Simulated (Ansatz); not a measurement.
Take Ga$_{2}$O$_{3}$ in the corundum structure (space group R-3c, No. 167) as the base.

```
Ga2O3
1.0
    2.47497     1.42892     4.43525
   -2.47497     1.42892     4.43525
    0.00000    -2.85785     4.43525
Ga O
4 6
Direct
  0.64424   0.64424   0.64424
  0.14424   0.14424   0.14424
  0.35576   0.35576   0.35576
  0.85576   0.85576   0.85576
  0.75000   0.44721   0.05279
  0.05279   0.75000   0.44721
  0.25000   0.55279   0.94721
  0.55279   0.94721   0.25000
  0.94721   0.25000   0.55279
  0.44721   0.05279   0.75000
```

Cartesian axes are those of the cell as printed.

Method: LDA (Ansatz, an electronic-structure program), without spin-orbit coupling.

Strains are applied to the cell and any free atomic positions relax; under biaxial strain the out-of-plane vector relaxes too.

One change was made to it. Results:

The energy rises by 6.7 meV/atom; the volume per atom falls by 0.17 Å³ to 9.24 Å³; the band gap grows by 0.22 eV to 3.26 eV; the electron mass changes from 0.24 mₑ (at Γ) to 0.26 mₑ (at Γ).

What was done to the base?
A. biaxial strain −1.50 %, plane normal [001], relaxed out of plane
B. biaxial strain −3.00 %, plane normal [001], relaxed out of plane
C. biaxial strain −0.75 %, plane normal [001], relaxed out of plane
D. biaxial strain −2.25 %, plane normal [001], relaxed out of plane

A, biaxial strain −1.50 %, plane normal [001], relaxed out of plane. For comparison, the band gap in the other runs: biaxial strain −3.00 %, plane normal [001], relaxed out of plane gives 3.42 eV; biaxial strain −0.75 %, plane normal [001], relaxed out of plane gives 3.15 eV; biaxial strain −2.25 %, plane normal [001], relaxed out of plane gives 3.34 eV.

Masses are band curvatures over ±0.01 Å⁻¹ around the edge. Gaps are Kohn–Sham eigenvalue differences; semilocal functionals usually give less than the measured gap. Whether these cells are dynamically stable was not tested.
